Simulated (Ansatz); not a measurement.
Data:

```xyz
2
Lattice="0.0000 2.5776 2.5776 2.5776 0.0000 2.5776 2.5776 2.5776 0.0000" Properties=species:S:1:pos:R:3 pbc="T T T"
Mg     2.5776     2.5776     2.5776
S      0.0000     0.0000     0.0000
```

No spin polarisation.

0.0343 electrons added to each cell, a density of 1.0×10^21 cm⁻³, with a uniform compensating background at fixed cell and a 300 K Fermi–Dirac width.

All numbers come from PBE-D3(BJ)/PAW in Ansatz (an electronic-structure program), no SOC. Settings: 25×25×25 k-points, 0.0259 eV Fermi–Dirac smearing.

**Question.** Predict the Fermi level from band edge, gap character and gap between the host's bands.

**Answer.** The Fermi level relative to the doped band's edge (positive inside the band; to 0.05 eV) is +0.45 eV. The gap character is indirect, Γ → X and the gap between the host's bands is 2.85 eV.

Charged cell with a jellium background: band edges are those of the host's band count, energies are not comparable with the neutral cell, and many-body gap narrowing is missing. Whether these cells are dynamically stable was not tested. The cell was made from MgS in the rock salt structure (space group Fm-3m, No. 225) by this change: electrons 1.0×10^21 cm⁻³.
